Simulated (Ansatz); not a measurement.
**Ge on the Ga site (broken-bond start) (zinc-blende GaSb host)**

Level of theory: PBE, PAW (plane waves to 420 eV; Ansatz, a program for electronic structure). Cell and caveats: 64-site cell; 2×2×2 shifted k-points; start: the Ga site; started 0.95 Å off site, one bond broken; no spin–orbit coupling; the functional closes the host's gap; energies good to tenths of an eV.

Neighbours after relaxation, in Å: of the Ge atom: Sb 2.72, Sb 2.72, Sb 2.72, Sb 2.72.

```json
[
 {"charge": "0†", "moment (μB)": "quenched", "largest move off a lattice site (Å)": "0.03"}
]
```

† Not settled in this cell, so no level is given: charge 0: a level filled in part.

Starting moments that weren't kept: charge 0 began with 1 μB and ended with 0.0.

No other site or start that was run ended lower by more than 0.1 eV.
